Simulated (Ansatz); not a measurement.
Base system: ZrSnO3 in the cubic perovskite structure (space group Pm-3m, No. 221; a hypothetical phase, not in the database extracts checked).

```
CELL_PARAMETERS angstrom
      4.12871     0.00000     0.00000
      0.00000     4.12871     0.00000
      0.00000     0.00000     4.12871
ATOMIC_POSITIONS crystal
  Sn 0.00000 0.00000 0.00000
  Zr 0.50000 0.50000 0.50000
  O  0.00000 0.50000 0.50000
  O  0.50000 0.50000 0.00000
  O  0.50000 0.00000 0.50000
```

Cartesian axes are those of the cell as printed.

Levels (all Ansatz, a quantum-chemistry and plane-wave program, PAW): PBEsol (420 eV, spin-orbit coupling left out); r2SCAN (500 eV, no spin-orbit coupling).

Its gap is 1.69 eV with PBEsol and 2.11 eV with r2SCAN.

Now apply this change: compressive biaxial strain of 3.32 % in the plane normal to [001], as in epitaxy on a mismatched substrate; the out-of-plane cell vector and the atoms relax.

With PBEsol the gap becomes 1.45 eV.

Problem. If the r2SCAN correction stayed the same, what would the r2SCAN gap be, and what does the r2SCAN run give?

Solution. A rigid correction of +0.42 eV gives 1.87 eV. The r2SCAN run gives 1.86 eV, so the two effects roughly add.

Single points use the geometry relaxed with PBEsol. Whether these cells are dynamically stable was not tested. Many cubic perovskites are stable only at high temperature; tilts and polar distortions were not tested.
